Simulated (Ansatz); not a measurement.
## Pt on the (0001) surface of wurtzite GaN (2x2 Ga adatom at T4; a constructed slab, bottom: 3 H on 4 bottom sites), one in a cell of 36 Å², started at the site 'hollow Ga-Ga-Ga'

Host crystal: wurtzite GaN, with a band gap (PBE, scalar-relativistic without spin-orbit coupling).

All values below come from PBE (plane waves to 420 eV, PAW; Ansatz, an electronic-structure program).

Model: 45-atom slab, 13.9 Å thick at the start with caps and adatoms under the adsorbate (thin: gaps and levels are the slab's own), 4x4x1 mesh, Fermi-Dirac 0.01 eV, dipole correction, 23 atoms held, the rest relaxed; held to the start's symmetry, so lower structures may exist; spin-polarised, no spin-orbit, no U, no dispersion correction. Its gap by band count is narrow, 0.04 eV on this mesh, and the smearing reaches across it. The starting moment vanished. At the end it is bonded to 3 Ga. In PBE this state lies 0.88 eV over the lowest of the starts that converged ('top Ga', where the adsorbate broke or entered a bond of the host).

adsorption energy against an atom of fcc Pt: 0.43 eV
change of the step from the bottom to the top vacuum level, against the clean slab: -0.32 eV
energy released by relaxation: 0.81 eV
height of the binding atom over the mean of the host atoms within 0.3 Å of the top one: -0.406 bohr
nearest host atoms of the binding atom: Ga at 2.50 Å, Ga at 2.50 Å, Ga at 2.51 Å
largest move of a host atom: 0.33 Å
caution: the clean host was not checked against rearrangement in a larger or rattled cell

A negative adsorption energy means that the adsorbate is more stable on the surface than in its reference.
